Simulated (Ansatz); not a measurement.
The cell is made up: elements placed on another compound's structure type, so the phase may be hypothetical.

Tunnelling through a barrier is set by its complex band structure: the current falls as exp(−2κd) with the smallest κ.

Consider the following.

```yaml
crystal:
  lattice:
    - [5.51538, 0.00000, 0.00000]
    - [0.00000, 5.51538, 0.00000]
    - [0.00000, 0.00000, 3.18035]
  atoms:
    - { symbol: B, position: [0.67847, 0.32153, 0.00000] }
    - { symbol: B, position: [0.32153, 0.67847, 0.00000] }
    - { symbol: B, position: [0.17847, 0.17847, 0.50000] }
    - { symbol: B, position: [0.82153, 0.82153, 0.50000] }
    - { symbol: P, position: [0.68079, 0.68079, 0.00000] }
    - { symbol: P, position: [0.31921, 0.31921, 0.00000] }
    - { symbol: P, position: [0.81921, 0.18079, 0.50000] }
    - { symbol: P, position: [0.18079, 0.81921, 0.50000] }
```

Space group of this cell: P4_2/mnm. The cell was relaxed by PBE-D3(BJ); by r2SCAN its mean pressure is 2.9 GPa.

Transport runs along the normal of the first two printed cell vectors.

The gap is the functional's own. No spin-orbit coupling. Mid-gap values are interpolated on the energy grid.

Give the band gap and the smallest decay constant κ at mid-gap that r2SCAN in Ansatz (an electronic-structure program) yields.

Gap 0.48 eV on a 6×6×10 mesh; κ = 0.167 1/Å, at the zone centre.
